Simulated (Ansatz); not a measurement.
**Effective masses and thermopower of monolayer GeS**

Here is the system:

```
GeS
1.0
    3.82046     0.00000     0.00000
    0.00000     4.75348     0.00000
    0.00000     0.00000    18.67823
Ge S
2 2
Direct
  0.75000   0.85563   0.56790
  0.25000   0.35563   0.43210
  0.25000   0.51897   0.55444
  0.75000   0.01897   0.44556
```

Computed with PBE, rigid bands (plane waves, PAW, scalar-relativistic; Ansatz, a first-principles code). Condition of this run: biaxial strain +5 %. Cell: cell and atoms relaxed with PBE, then loaded as said.

```yaml
band_gap: 1.85 eV
electron conductivity mass (300 K, dilute): 0.22 (x), 0.40 (y) mₑ
effective density of states N_c (300 K): 6.3e12 cm⁻²
Seebeck coefficient, n-type 1.9e12 cm⁻², 300 K: -275 μV/K
```

Rigid bands; masses and Seebeck coefficients take one relaxation time τ for all states and one kind of carrier; polarons and phonon drag are left out. Spin-orbit coupling is left out.
